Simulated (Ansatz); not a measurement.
# Several settings converged on Sr2CdPt2 (Imm2, 5 atoms in the cell)

```yaml
crystal:
  lattice:
    - [-2.29031, 2.99801, 4.59499]
    - [2.29031, -2.99801, 4.59499]
    - [2.29031, 2.99801, -4.59499]
  atoms:
    - { symbol: Sr, position: [0.30495, 0.80495, 0.50000] }
    - { symbol: Sr, position: [0.70049, 0.20049, 0.50000] }
    - { symbol: Cd, position: [0.00000, 0.00000, 0.00000] }
    - { symbol: Pt, position: [0.72608, 0.50000, 0.22608] }
    - { symbol: Pt, position: [0.27392, 0.50000, 0.77392] }
```

Base method: PBEsol, default PAW files made with PBE (plane waves; Ansatz, a quantum-chemistry and plane-wave program).

Base settings: basis.ecutwfc = 420 eV; kpoints.mp_grid.grid = 7 7 7; hamiltonian.xc = pbesol; hamiltonian.pseudopotentials = {kind: paw} (the program's default PAW files); scf.occupations.method = gaussian; scf.occupations.width = 0.1 eV.

The count of work is k-points × plane waves × bands × iterations; it is no time. Core times come from one kind of shared machine, to one figure; runs under 30 s give none.

**Shifted k-point meshes**

In this ladder: kpoints.mp_grid.shift = 0.5 0.5 0.5.

Only quantities that move along the ladder and can be compared are tabulated.

```csv
kpoints.mp_grid.grid,free energy less the last step's (meV/atom),pressure (GPa),largest difference of a force vector from the last step's (eV/Å),count of work / last,core time / last (rough)
2 2 2,-60.02,-2.97,0.017,0.0094,–
4 4 4,-5.04,-2.93,0.044,0.035,–
6 6 6,-3.61,-2.93,0.017,0.11,–
8 8 8,-0.35,-2.90,0.026,0.22,0.2
10 10 10,0.70,-2.90,0.002,0.40,0.4
14 14 14,0.00,-2.89,0.000,1.0,1
```

Coarsest kpoints.mp_grid.grid that holds the forces within 0.01 eV/Å of the last step, with all finer ones: 10 10 10, at 0.40 of the last step's count of work and about 0.4 of the last step's time; the step before is off by 0.026 eV/Å.

Coarsest kpoints.mp_grid.grid that holds the free energy within 2 meV/atom of the last step, with all finer ones: 8 8 8, at 0.22 of the last step's count of work and about 0.2 of the last step's time; the step before is off by 3.6 meV/atom.

**The k-point mesh at a smearing width of 0.05 eV**

In this ladder: scf.occupations.width = 0.05 eV.

The second cell is the first with its lattice scaled by 0.98.

Only quantities that move along the ladder and can be compared are tabulated.

| kpoints.mp_grid.grid | free energy less the last step's (meV/atom) | energy of the compressed cell less the first (meV/atom) | largest difference of a force vector from the last step's (eV/Å) | count of work / last | core time / last (rough) |
|---|---|---|---|---|---|
| 3 3 3 | -3.29 | -8.50 | 0.088 | 0.025 | – |
| 5 5 5 | 1.71 | -8.28 | 0.070 | 0.084 | – |
| 7 7 7 | -2.70 | -7.98 | 0.048 | 0.23 | 0.2 |
| 10 10 10 | 0.32 | -8.49 | 0.026 | 0.61 | 0.6 |
| 12 12 12 | 0.00 | -8.33 | 0.000 | 1.0 | 1 |

Coarsest kpoints.mp_grid.grid that holds the free energy within 2 meV/atom of the last step, with all finer ones: 10 10 10; the step before is off by 2.7 meV/atom.

Coarsest kpoints.mp_grid.grid that holds the energy of the compressed cell less the first within 0.2 meV/atom: not settled: the last two steps still differ by 0.16 meV/atom, over half the tolerance, so the ladder does not show it.

Coarsest kpoints.mp_grid.grid that holds the forces within 0.02 eV/Å: not settled: the last two steps still differ by 0.026 eV/Å, over half the tolerance, so the ladder does not show it.

The energy difference between the two cells stays within 1 meV/atom of the last step's from 3 3 3 on, the total only from 10 10 10 on: much of the error is common to both cells and cancels.

**The mesh under tetrahedron occupations**

In this ladder: scf.occupations.method = tetrahedron; scf.occupations.width = default.

Only quantities that move along the ladder and can be compared are tabulated.

| kpoints.mp_grid.grid | free energy less the last step's (meV/atom) | largest difference of a force vector from the last step's (eV/Å) | count of work / last |
|---|---|---|---|
| 4 4 4 | -3.26 | 0.032 | 0.043 |
| 6 6 6 | -3.30 | 0.024 | 0.11 |
| 9 9 9 | 0.25 | 0.013 | 0.29 |
| 14 14 14 | 0.00 | 0.000 | 1.0 |

Coarsest kpoints.mp_grid.grid that holds the free energy within 1 meV/atom of the last step, with all finer ones: 9 9 9, at 0.29 of the last step's count of work; the step before is off by 3.3 meV/atom.

Coarsest kpoints.mp_grid.grid that holds the forces within 0.02 eV/Å: not settled: the last two steps still differ by 0.013 eV/Å, over half the tolerance, so the ladder does not show it.

Two neighbours can agree and both be off: 4 4 4 and 6 6 6 differ by 0.05 meV/atom in the free energy, yet lie about 3.3 meV/atom from the last step.

On the base run: the starting cell comes from a database of computed structures (which also holds hypothetical and non-ambient phases and stackings), without a prior relaxation at this level. Its lattice was rescaled by up to half a per cent. One atom was moved a little off its site on purpose. Spin polarisation is off. Ansatz's pressure includes its estimate of the finite-basis (Pulay) stress.

Keys are those of Ansatz 0.2.
